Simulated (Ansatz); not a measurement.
## AlN under a change: biaxial strain +0.63 %, plane normal [001], relaxed out of plane

Start from AlN in the wurtzite structure (space group P6_3mc, No. 186; a = 3.107 Å, c = 4.978 Å). Axes: x lies along a and z along c of the hexagonal cell.

One thing is altered: biaxial strain +0.63 %, plane normal [001], relaxed out of plane (Cartesian); in-plane vectors clamped, the third vector and the atoms free.

All numbers come from Kohn–Sham DFT with the r2SCAN functional, run in Ansatz (an electronic-structure program) with PAW and 500 eV plane waves, no spin-orbit coupling. Settings: 12×12×7 k-points, 0.05 eV Fermi–Dirac smearing.

```tsv
quantity	base	changed	shift
shortest interatomic distance	1.888 Å	1.896 Å	+0.008 Å
pressure (mean of the normal stresses, compression positive)	0.1 kbar	-20.0 kbar	-20.1 kbar
band gap	4.88 eV	4.74 eV	-0.14 eV
gap character	direct at Γ	direct at Γ	–
width of the top valence band	2.41 eV	2.45 eV	+0.04 eV
electron mass	–	0.30 mₑ (at Γ)	–
valence-band top at Γ (three highest levels, from the VBM)	0.00, -0.22, -0.22 eV	0.00, -0.30, -0.30 eV	–
out-of-plane strain	–	-0.35 %	–
mean in-plane stress (compression positive)	–	-3.0 GPa	–
```

Final structure (turned so that z lies along the plane normal):

```
CELL_PARAMETERS angstrom
      3.12627     0.00000     0.00000
      1.56314     2.70743     0.00000
      0.00000     0.00000     4.96117
ATOMIC_POSITIONS crystal
  Al 0.33333 0.33333 0.99575
  Al 0.66667 0.66667 0.49575
  N  0.33333 0.33333 0.37905
  N  0.66667 0.66667 0.87905
```

Effective masses come from finite differences of ±0.01 Å⁻¹. No phonon test of stability was made.
